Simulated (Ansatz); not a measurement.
Given:

```
C
1.0
    2.55061     0.00000     0.00000
    0.00000     2.55061     0.00000
    1.27530    -1.27530     1.77003
C
2
Cartesian
  0.00000   0.00000   0.00000
  2.55061   1.27530   0.88502
```

No spin polarisation.

All numbers come from PBEsol/PAW in Ansatz (an electronic-structure program), scalar-relativistic without spin-orbit coupling. Γ-centred 16×16×16 mesh, Fermi–Dirac width 0.05 eV.

### Question
Estimate the mean in-plane stress (compression positive).

### Answer
-16.7 GPa.

### Question
What is the computed gap character?

### Answer
Indirect, Γ → Γ–M (75 % along).

The cells carry an imposed strain or load. Stability against distortions was not tested. The cell was made from C in the diamond structure (space group Fd-3m, No. 227) by this change: biaxial strain +1.50 %, plane normal [001], relaxed out of plane.
